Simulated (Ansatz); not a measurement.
An Ansatz (a first-principles code) input (DFT with r2SCAN, PAW potentials and a 500 eV plane-wave cutoff in Ansatz, without spin-orbit coupling):

Ansatz 0.2 input:
```yaml
crystal:
  lattice:
    - [0, 2.3734543654, 2.3734543654]
    - [2.3734543654, 0, 2.3734543654]
    - [2.3734543654, 2.3734543654, 0]
  atoms:
    - { symbol: Be, position: [0, 0, 0] }
    - { symbol: S, position: [0.25, 0.25, 0.25] }
basis: { ecutwfc: 500, ecutrho_ratio: 4, xc_grid: 4, fft_grid_basis: typed }
kpoints: { mp_grid: { grid: [12, 12, 12] } }
hamiltonian:
  xc: r2scan
  dispersion: none
  pseudopotentials: { kind: paw }
scf: { occupations: { method: fermi_dirac, width: 0.05 }, convergence: { dr2_threshold: 0.0000000002 } }
relax: { f_tol: 0.005, max_steps: 50 }
output: { forces: true, stress: true }
checkpoint: { write: state.ck, write_every: 1000 }
```

**Question.** Which symmetry and how many k-points will the program report, and about how many plane waves at Γ?

**Answer.** Space group F-43m (ITA 216) with 24 operations, k-points 72 of 1728, and 645 plane waves at Γ.

**Question.** And the final pressure?

**Answer.** 8.53 GPa (compression positive).

The cells carry an imposed strain or load. Stability against distortions was not tested. The cell was made from BeS in the zinc blende structure (space group F-43m, No. 216) by this change: isotropic strain −2.50 %.
